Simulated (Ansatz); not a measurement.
Phonon-limited resistivity of K (Im-3m) against temperature in μΩ·cm, Ansatz (a program for electronic structure) with PBEsol, DFPT electron-phonon coupling, linearised Boltzmann equation, harmonic crystal at a fixed cell.

| T | ρ |
|---|---|
| 50 K | 0.80 |
| 77 K | ___ |
| 100 K | ___ |
| 150 K | 2.9 |
| 200 K | ___ |
| 250 K | 4.9 |

Q: Complete the blanks.

A: 
- 77 K, ρ: 1.40
- 100 K, ρ: 1.89
- 200 K, ρ: 3.9

A metal at this level (no band gap). Only scattering by harmonic phonons is included (no impurities, grain boundaries, electron-electron scattering or thermal expansion). Spin-orbit coupling is left out. Halving the electron mesh (24x24x24) moves the resistivity by up to 4 %. Smearing 0.20 eV; phonons on a 4x4x4 q mesh, which this run doesn't test and which matters most at low temperature.
